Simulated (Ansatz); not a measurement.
Effect of x(As) = 0.75, 8 atoms, P-4m2 on GaP

The parent structure is GaP in the zinc blende structure (space group F-43m, No. 216; a = 5.439 Å).

The other end (x = 1) is AsP in the zinc blende structure (space group F-43m, No. 216; a hypothetical phase, not in the database extracts checked): 23.90 Å³/atom, gap zero; this end may not be an ambient phase.

Now apply this change: a fraction x = 0.75 of the Ga sites is given to As, ordered in a cell of 8 atoms (starting symmetry P-4m2) and fully relaxed.

Calculations: DFT with PBEsol, PAW potentials and a 420 eV plane-wave cutoff in Ansatz (an electronic-structure program), scalar-relativistic without spin-orbit coupling, earlier PAW set. Γ-centred 13×13×4 mesh, Fermi–Dirac width 0.05 eV, for the changed cell.

| quantity | base | changed | shift |
|---|---|---|---|
| density | 4.16 g/cm³ | 4.06 g/cm³ | -0.10 g/cm³ |
| shortest interatomic distance | 2.355 Å | 2.320 Å | -0.0355 Å |
| band gap | 1.45 eV | zero | – |
| mixing energy (to 0.01 eV only: unlike meshes or grids) (against an end that may be hypothetical) | – | -0.02 eV/atom | – |
| deviation of the volume from the linear (Vegard-type) interpolation | – | -6.8 % | – |
| mean first-shell distances | – | Ga–P 2.320 Å (end compound 2.355 Å), As–P 2.480 Å (end compound 2.494 Å) | – |

Final structure:

```yaml
crystal:
  lattice:
    - [3.61567, 0.00000, 0.00000]
    - [0.00000, 3.61567, 0.00000]
    - [0.00000, 0.00000, 13.09302]
  atoms:
    - { symbol: P, position: [0.50000, 0.00000, 0.61100] }
    - { symbol: P, position: [0.00000, 0.50000, 0.38900] }
    - { symbol: P, position: [0.50000, 0.00000, 0.12885] }
    - { symbol: P, position: [0.00000, 0.50000, 0.87115] }
    - { symbol: As, position: [0.00000, 0.00000, 0.00000] }
    - { symbol: As, position: [0.50000, 0.50000, 0.73531] }
    - { symbol: Ga, position: [0.00000, 0.00000, 0.50000] }
    - { symbol: As, position: [0.50000, 0.50000, 0.26469] }
```

These are small ordered cells, not random alloys; other orderings at the same x differ. Whether these cells are dynamically stable was not tested. All final runs are without spin polarisation. Under x(As) = 0.75, 8 atoms, P-4m2 the cell changed shape so far that it is another structure.
